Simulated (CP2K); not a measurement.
Worked example: self-consistent single point of VCu3O4 (P1, 8 atoms in the cell) in CP2K.

Level of theory: LDA (Pade form), GPW, DZVP-MOLOPT-SR-GTH basis, GTH-PADE potentials (GTH_POTENTIALS) (CP2K).

The change in words: atoms moved at random. Reference geometry:
```
CELL_PARAMETERS angstrom
      5.60469     0.00000     0.00000
      1.78859     5.31164     0.00000
     -3.69664    -2.65582     3.27018
ATOMIC_POSITIONS crystal
  V  0.00000 0.00000 0.00000
  Cu 0.25000 0.75000 0.50000
  Cu 0.75000 0.25000 0.50000
  Cu 0.50000 0.50000 0.00000
  O  0.11159 0.65947 0.00000
  O  0.34053 0.34053 0.45212
  O  0.65947 0.11159 0.00000
  O  0.88841 0.88841 0.54788
```

Reference input (self-consistent single point, DFT LDA (Pade form), GPW, DZVP-MOLOPT-SR-GTH basis, GTH-PADE potentials (GTH_POTENTIALS)): CUTOFF = 600 Ry; REL_CUTOFF = 60 Ry; SMEAR/METHOD = GAUSSIAN; SIGMA = 0.136 eV; KPOINTS/SCHEME = MONKHORST-PACK 5 5 5; XC_FUNCTIONAL = PADE; V/BASIS_SET = DZVP-MOLOPT-SR-GTH; V/POTENTIAL = GTH-PADE-q13; Cu/BASIS_SET = DZVP-MOLOPT-SR-GTH; Cu/POTENTIAL = GTH-PADE-q11; O/BASIS_SET = DZVP-MOLOPT-SR-GTH; O/POTENTIAL = GTH-PADE-q6. This run's input differs from it in these lines:

```diff
@@ -69,10 +69,10 @@
       SCALED
-      V        0.00000000     0.00000000     0.00000000
-      Cu       0.25000000     0.75000000     0.50000000
-      Cu       0.75000000     0.25000000     0.50000000
-      Cu       0.50000000     0.50000000     0.00000000
-      O        0.11159000     0.65947000     0.00000000
-      O        0.34053000     0.34053000     0.45212000
-      O        0.65947000     0.11159000     0.00000000
-      O        0.88841000     0.88841000     0.54788000
+      V        0.00018200     0.00924900     0.00585500
+      Cu       0.25917700     0.73707500     0.49795000
+      Cu       0.73181800     0.24389900     0.47885500
+      Cu       0.50266500     0.51120200     0.02364800
+      O        0.09655500     0.64802300    -0.01990900
+      O        0.33568800     0.34838800     0.45215500
+      O        0.67218800     0.11771700     0.00947600
+      O        0.90172600     0.88444700     0.55197000
     &END COORD
```

The program printed (abridged):

```
 SCF WAVEFUNCTION OPTIMIZATION

  Step     Update method      Time    Convergence         Total energy    Change
     1 NoMix/Diag. 0.20E+00      -     1.74650285      -279.9765437842 -2.80E+02
     2 Broy./Diag. 0.20E+00      -     1.39943193      -276.1643732006  3.81E+00
     3 Broy./Diag. 0.20E+00      -     0.11568361      -279.4792222082 -3.31E+00
     4 Broy./Diag. 0.20E+00      -     0.95616880      -280.2935681293 -8.14E-01
     5 Broy./Diag. 0.20E+00      -     0.56880675      -278.1812188225  2.11E+00
     6 Broy./Diag. 0.20E+00      -     0.02449638      -280.0695530943 -1.89E+00
   [... 11 lines left out ...]
    18 Broy./Diag. 0.20E+00      -     0.00002407      -279.9455796082 -1.15E-04
    19 Broy./Diag. 0.20E+00      -     0.00000508      -279.9453895438  1.90E-04
    20 Broy./Diag. 0.20E+00      -     0.00000633      -279.9453232851  6.63E-05
    21 Broy./Diag. 0.20E+00      -     0.00000072      -279.9453734636 -5.02E-05
  *** SCF run converged in    21 steps ***

  Overlap energy of the core charge distribution:               0.00000001051948
  Self energy of the core charge distribution:               -484.38680965436674
  Core Hamiltonian energy:                                    144.88778797502721
  Hartree energy:                                             104.43699034873140
  Exchange-correlation energy:                                -44.88327923320781
  Smearing free energy correction:                             -0.00006291172391
  Fermi energy:                                                 0.18728286017140

  Total energy:                                              -279.94537346358038
  Total energy (extrapolated to sigma->0):                   -279.94534200771841

                     Mulliken Population Analysis

   [... lines left out ...]

 STRESS| Analytical stress tensor [bar]
 STRESS|                        x                   y                   z
 STRESS|      x       -1.22783086352E+05  -6.42531712320E+03   7.17450057315E+03
 STRESS|      y       -6.42531712320E+03  -1.51561398739E+05   1.61764873010E+02
 STRESS|      z        7.17450057315E+03   1.61764873010E+02  -1.45781174785E+05
 STRESS| 1/3 Trace                                            -1.40041886625E+05
```

The run converged in 21 iterations. Against the reference run the free energy rises by 9.0 meV/atom, the pressure goes from -14.81 to -14.00 GPa and the largest force goes from 0.831 to 1.535 eV/Å.

The starting cell comes from a database of computed structures (which also holds hypothetical and non-ambient phases and stackings), without a prior relaxation at this level. Its lattice was rescaled by a random factor within 2.5 % of one. For this run, on top of that: atoms moved at random. Spin polarisation is off, so a magnetic state, if there is one, cannot be reached. Values carry the incompleteness of an atom-centred basis. With a pressure of about -14 GPa the cell is away from its equilibrium volume at this level. Forces in this geometry exceed 1 eV/Å.

Cost on one core of a shared machine: roughly 3 min.
